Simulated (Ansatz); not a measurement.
InF3 (R-3c, No. 167; structure not from a measured cell) was calculated with PBE0 (plane waves, PAW; Ansatz, a quantum-chemistry and plane-wave program).

Output (set-up and result lines):

```
WARN output.stress: scf.convergence.dr2_threshold = 1e-7 eV (the SCF's general default) is looser than the 8e-10 eV advised for a printed stress (1e-10 eV for …
WARN output.stress: scf.exx.energy_threshold = 1e-6 eV is looser than the 8e-8 eV advised for a stress under a hybrid functional (1e-8 eV for each atom of the …
Crystal: 8 atoms, lattice volume = 118.513 Å³
Basis set: ecut = 500 eV, 2993 PW (Γ), exchange–correlation on 90×90×90 points (8 copies of the dense FFT grid, shifted against one another)
Bands: 42, of which v1, the nominal top of the filled ones, is band 34 counted from 1 (33 counted from 0)
Symmetry: 12 space group operations
Space group: R-3c (ITA 167), of the structure as read, at distance tolerance 4.9e-5 Å
k-points: 32 of 216
Functional: x = pbe(κ = 0.804, μ = 0.2195149727645171), c = pbe(β = 0.06672455060314922), warm-up for x = 0.75 pbe(κ = 0.804, μ = 0.2195149727645171) + 0.25 exact, c = pbe(β = 0.06672455060314922)
SCF iter   1: F=—  HF=-16049.143480 eV  |F-HF|=—  |Δ(HF+E_count)|=         —  Δρ=1.54e-3  dr2=8.77e-4
SCF iter   2: F=—  HF=-16049.145577 eV  |F-HF|=—  |Δ(HF+E_count)|=   2.10e-3  Δρ=5.99e-4  dr2=1.07e-4
  ...
Crystal: 8 atoms, lattice volume = 118.513 Å³
Initial density: handed on by an earlier stage of this run
Functional: x = 0.75 pbe(κ = 0.804, μ = 0.2195149727645171) + 0.25 exact, c = pbe(β = 0.06672455060314922)
Crystal: 8 atoms, lattice volume = 118.513 Å³
SCF iter   4: F=—  HF=-16055.450365 eV  |F-HF|=—  |Δ(HF+E_count)|=   2.31e-8  Δρ=4.15e-6  dr2=7.98e-9
SCF iter   5: F=-16055.450365 eV  HF=-16055.450365 eV  |F-HF|=4.55e-9  |Δ(HF+E_count)|=   1.67e-8  Δρ=2.84e-6  dr2=5.38e-9
SCF 3 converged in 5 iterations: F = -16055.450365 eV  dr2 = 5.38e-9
Free energy (F): -16055.450365 eV
Internal energy: -16055.450365 eV  (E = F + TS)
E sigma→0 (E₀):  -16055.450365 eV
Fermi energy:    2.912347 eV
--- Forces (eV/Å), atoms counted from 1 ---
  atom   1  In     0.00000000    -0.00000000    -0.00000000
  atom   2  In     0.00000000    -0.00000000    -0.00000000
  atom   3  F     -0.03067294    -0.05312709     0.00000000
  atom   4  F      0.03067294     0.05312709    -0.00000000
  atom   5  F      0.06134588    -0.00000000    -0.00000000
  atom   6  F     -0.06134588     0.00000000     0.00000000
  atom   7  F     -0.03067294     0.05312709    -0.00000000
  atom   8  F      0.03067294    -0.05312709     0.00000000
--- Stress (GPa, compression-positive) ---
        0.482433       0.000000      -0.000000
        0.000000       0.482433       0.000000
       -0.000000       0.000000       0.501167
  P = ⅓ Tr σ = 0.4887 GPa (4.887 kbar)
```

**Question.** Write an input file that could have produced this run (the log leaves some choices open).

**Answer.** One answer among several that fit: 
Ansatz 0.2 input:
```yaml
crystal:
  lattice:
    - [2.6519175077, 1.531085287, 4.8646889277]
    - [-2.6519175077, 1.531085287, 4.8646889277]
    - [0.0, -3.0621705739, 4.8646889277]
  atoms:
    - { symbol: In, position: [0.5, 0.5, 0.5] }
    - { symbol: In, position: [0.0, 0.0, 0.0] }
    - { symbol: F, position: [0.3821188527, 0.75, 0.1178811473] }
    - { symbol: F, position: [0.6178811473, 0.25, 0.8821188527] }
    - { symbol: F, position: [0.1178811473, 0.3821188527, 0.75] }
    - { symbol: F, position: [0.8821188527, 0.6178811473, 0.25] }
    - { symbol: F, position: [0.75, 0.1178811473, 0.3821188527] }
    - { symbol: F, position: [0.25, 0.8821188527, 0.6178811473] }
kpoints:
  mp_grid: { grid: [6, 6, 6] }
hamiltonian:
  xc: pbe0
  pseudopotentials: { kind: paw }
  dispersion: none
scf:
  occupations: { method: gaussian, width: 0.02 }
output:
  forces: true
  stress: true
  eigenvalues: true
basis:
  ecutwfc: 500
  ecutrho_ratio: 4
  xc_grid: 2
magnetization:
  spin_polarized: false
```

The PAW data were made under PBE.

Note: cell and atoms aren't relaxed at this level (largest force component 0.06 eV/Å, pressure 0.5 GPa).
